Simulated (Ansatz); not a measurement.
Output of an Ansatz run (abridged):

```
WARN the atoms were moved onto the symmetric positions of the space group found under crystal.symmetry.tolerance 1.0e-5 (fractional …
WARN ansatz: RAYON_NUM_THREADS=1 ignored (pool sized by the plan → 1); use --threads N
Pseudopotentials: kind: paw
Pseudopotential: Cd, paw, valence charge 20
Pseudopotential: Se, paw, valence charge 16
Crystal: 4 atoms, lattice volume = 111.243 Å³
Basis set: ecut = 420 eV, 2177 PW (Γ), exchange–correlation on 60×60×96 points (8 copies of the dense FFT grid, shifted against one another)
Bands: 44, of which v1, the nominal top of the filled ones, is band 36 counted from 1 (35 counted from 0)
Symmetry: 12 space group operations
Space group: P63mc (ITA 186), of the structure as read, at distance tolerance 4.8e-5 Å
k-points: 24 of 196 (time reversal used)
PAW frozen core: Cd, regenerated for the run's functional, and the local potential with it
PAW frozen core: Se, regenerated for the run's functional, and the local potential with it
Initial density: superposition of atomic densities (neutral atoms: chi_scale 0, normalization atom), corrected by the library's trained network
Initial wavefunctions: pseudopotential atomic-orbital guess
Eigensolver: davidson
Functional: x = pbesol(κ = 0.804, μ = 0.12345679012345678), c = pbesol(β = 0.046)
SCF iter   1: F=—  HF=-27218.818509 eV  |F-HF|=—  |Δ(HF+E_count)|=         —  Δρ=4.20e-3  dr2=2.31e-2  ethr=1.77e-3  ⟨swp⟩=6.2  Hψ=3862  notcnv=0  defer=11
all-band conjugate gradients solve this SCF's bands
preconditioner: auto → Resta (q_TF=auto, 2.537 Å⁻¹)
SCF iter   2: F=—  HF=-27218.812597 eV  |F-HF|=—  |Δ(HF+E_count)|=   5.91e-3  Δρ=1.61e-3  dr2=4.41e-3  ethr=3.21e-5  ⟨swp⟩=2.1  Hψ=1764  notcnv=0  defer=61
SCF iter   3: F=—  HF=-27218.811818 eV  |F-HF|=—  |Δ(HF+E_count)|=   7.78e-4  Δρ=5.34e-4  dr2=4.65e-4  ethr=6.13e-6  ⟨swp⟩=2.0  Hψ=1346  notcnv=0  defer=61
SCF iter   4: F=—  HF=-27218.811944 eV  |F-HF|=—  |Δ(HF+E_count)|=   1.26e-4  Δρ=1.70e-4  dr2=4.83e-5  ethr=6.45e-7  ⟨swp⟩=2.0  Hψ=1418  notcnv=0  defer=61
SCF iter   5: F=—  HF=-27218.812031 eV  |F-HF|=—  |Δ(HF+E_count)|=   8.63e-5  Δρ=6.30e-5  dr2=4.84e-6  ethr=6.71e-8  ⟨swp⟩=2.0  Hψ=1405  notcnv=0  defer=61
SCF iter   6: F=—  HF=-27218.812036 eV  |F-HF|=—  |Δ(HF+E_count)|=   4.97e-6  Δρ=2.38e-5  dr2=7.23e-7  ethr=6.72e-9  ⟨swp⟩=2.1  Hψ=1797  notcnv=0  defer=61
SCF iter   7: F=-27218.812037 eV  HF=-27218.812037 eV  |F-HF|=1.23e-7  |Δ(HF+E_count)|=   1.25e-6  Δρ=5.31e-6  dr2=4.73e-8  ethr=1.39e-10  ⟨swp⟩=6.8  Hψ=4792  notcnv=0
SCF 1 converged in 7 iterations: F = -27218.812037 eV  dr2 = 4.73e-8
SCF converged after 7 iterations
Free energy (F): -27218.812037 eV
Harris-Foulkes:  -27218.812037 eV  (|F-HF|=1.23e-7)
Internal energy: -27218.811992 eV  (E = F + TS)
E sigma→0 (E₀):  -27218.812014 eV
Entropy (-TS):   -0.000045 eV (-0.011 meV/atom)
Fermi energy:    7.822827 eV
--- Per-component energies (eV) ---
  E_band       = -1779.561028
  E_kinetic    = 1247.671962
  E_local      = -12729.221019  (includes V_loc(G=0)·N_el)
  E_nonlocal   = -1112.202543
  E_hartree    = 6047.938157
  E_xc         = -557.407328
  E_vxc        = -638.058041  (∫ρ·V_xc dr)
  E_paw        = -11763.540840  (= ΣΔE_a)
  E_vpaw       = -643.635246  (= ΣTr[D̂ρ^β])
  E_aug_tail   = -0.001141  (compensation charges beyond the density's cutoff)
  E_ewald      = -8354.750060
  E_core_change = 2.700820  (= ΣΔE_core)
  E_smearing   = -0.000045  (= −TS)
  E_closure    = 0.000000  (closes the sum)
  Σ components = -27218.812037   (vs F -27218.812037, Δ=0.00e0)
--- Forces (eV/Å), atoms counted from 1 ---
  atom   1  Cd    -0.00000000     0.00000000     0.00266295
  atom   2  Cd     0.00000000    -0.00000000     0.00266295
  atom   3  Se     0.00000000     0.00000000    -0.00264051
  atom   4  Se     0.00000000    -0.00000000    -0.00264051
  max |Σ_I F_I| component: 4.49e-5 eV/Å
--- Stress (GPa, compression-positive) ---
        0.603560      -0.000000      -0.000000
       -0.000000       0.603560       0.000000
       -0.000000       0.000000       0.638115
  P = ⅓ Tr σ = 0.6151 GPa (6.151 kbar)
  The stress holds the Pulay correction. Without it, at fixed plane waves, as pw.x and ABINIT print it: P = 0.5897 GPa
--- Band table (eV; the first three rows and the last of 24) ---
  k-point 0: bands = ["-94.0182", "-94.0182", "-55.1182", "-55.1182", "-55.1181", "-55.1181", "-55.1180", "-55.1177", "-39.2340", "-39.2339", "-39.2334", "-39.2334", "-39.2334", "-39.2334", "-39.2299", "-39.2299", "-39.2298", "-39.2298", "-5.1816", [...]
  k-point 1: bands = ["-94.0182", "-94.0182", "-55.1182", "-55.1182", "-55.1181", "-55.1181", "-55.1179", "-55.1177", "-39.2340", "-39.2339", "-39.2334", "-39.2334", "-39.2334", "-39.2334", "-39.2299", "-39.2299", "-39.2298", "-39.2298", "-5.1233", [...]
  k-point 2: bands = ["-94.0182", "-94.0182", "-55.1181", "-55.1181", "-55.1181", "-55.1181", "-55.1178", "-55.1178", "-39.2339", "-39.2339", "-39.2334", "-39.2334", "-39.2334", "-39.2334", "-39.2299", "-39.2299", "-39.2299", "-39.2299", "-4.9823", [...]
  k-point 23: bands = ["-94.0182", "-94.0182", "-55.1184", "-55.1184", "-55.1183", "-55.1183", "-55.1178", "-55.1178", "-39.2339", "-39.2339", "-39.2335", "-39.2335", "-39.2335", "-39.2335", "-39.2299", "-39.2299", "-39.2298", "-39.2298", "-4.7004", [...]
```

The structure:

```xyz
4
Lattice="2.1435 -3.7127 0.0000 2.1435 3.7127 0.0000 0.0000 0.0000 6.9890" Properties=species:S:1:pos:R:3 pbc="T T T"
Cd     2.1435    -1.2376     3.4945
Cd     2.1435     1.2376     0.0000
Se     2.1435    -1.2376     6.1223
Se     2.1435     1.2376     2.6279
```

Problem. What input produced this log?

Solution. Other spellings and defaults could give the same log, and not every line can be read from it. The input that was run (DFT, PBEsol, plane waves, default PAW files made with PBE):

Ansatz 0.2 input:
```yaml
crystal:
  lattice:
    - [2.143550, -3.712738, 0.000000]
    - [2.143550, 3.712738, 0.000000]
    - [0.000000, 0.000000, 6.988970]
  atoms:
    - { symbol: Cd, position: [0.666667, 0.333333, 0.500000] }
    - { symbol: Cd, position: [0.333333, 0.666667, 0.000000] }
    - { symbol: Se, position: [0.666667, 0.333333, 0.876000] }
    - { symbol: Se, position: [0.333333, 0.666667, 0.376000] }
basis:
  ecutwfc: 420.0
kpoints:
  mp_grid: { grid: [7, 7, 4] }
hamiltonian:
  xc: pbesol
  pseudopotentials: { kind: paw }
scf:
  occupations: { method: fermi_dirac, width: 0.05 }
output:
  forces: true
  eigenvalues: true
  stress: true
```

The starting cell has typed, rounded lattice constants, without a prior relaxation at this level. Its lattice was rescaled by up to half a per cent. Ansatz's pressure includes its estimate of the finite-basis (Pulay) stress.

Ansatz is a first-principles code.
